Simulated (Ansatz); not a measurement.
Base system: BaB₆ (space group Pm-3m, No. 221).

```yaml
crystal:
  lattice:
    - [4.24130, 0.00000, 0.00000]
    - [0.00000, 4.24130, 0.00000]
    - [0.00000, 0.00000, 4.24130]
  atoms:
    - { symbol: Ba, position: [0.00000, 0.00000, 0.00000] }
    - { symbol: B, position: [0.20461, 0.50000, 0.50000] }
    - { symbol: B, position: [0.79539, 0.50000, 0.50000] }
    - { symbol: B, position: [0.50000, 0.20461, 0.50000] }
    - { symbol: B, position: [0.50000, 0.79539, 0.50000] }
    - { symbol: B, position: [0.50000, 0.50000, 0.20461] }
    - { symbol: B, position: [0.50000, 0.50000, 0.79539] }
```

Cartesian axes are those of the cell as printed.

Level of theory: plane-wave PAW DFT at the PBEsol level (Ansatz, a first-principles code, 420 eV), no spin-orbit coupling.

Base values:

| Property | Value |
|---|---|
| Volume per atom | 10.90 Å³ |
| Pressure | 0.0 GPa |

Modification: biaxial strain +0.47 %, plane normal [110], relaxed out of plane (Cartesian); in-plane vectors clamped, the third vector and the atoms free.

What does the calculation give for the volume per atom, energy relative to the base and pressure after the change?

The volume per atom grows by 0.08 Å³ (10.90 Å³ → 10.98 Å³); the energy increases by 0.5 meV/atom; the pressure (mean of the normal stresses, compression positive) goes from zero to -1.1 GPa.

Stability against distortions was not tested. The final runs are not spin-polarised. Gaps under 0.05 eV, about the width of the smearing, are given as zero.
